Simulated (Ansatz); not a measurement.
Data:

```yaml
crystal:
  lattice:
    - [0.00000, 1.99162, 2.04143]
    - [2.04143, 0.00000, 2.04143]
    - [2.04143, 1.99162, 0.00000]
  atoms:
    - { symbol: Au, position: [0.00000, 0.00000, 0.00000] }
```

No spin polarisation.

Computed with Ansatz (a program for electronic structure) PBEsol, scalar-relativistic without spin-orbit coupling, earlier PAW set. Settings: 28×28×28 k-points, 0.1 eV Fermi–Dirac smearing.

### Question
Predict the stress and band gap.

### Answer
- Stress (xx, yy, zz, yz, xz, xy; compression positive): (4.4, 5.2, 4.4, 0.0, 0.0, 0.0) GPa
- Band gap: zero

The cells carry an imposed strain or load. Whether these cells are dynamically stable was not tested. The cell was made from Au in the fcc (Cu type) structure (space group Fm-3m, No. 225) by this change: uniaxial strain ε_yy = −2.44 %.
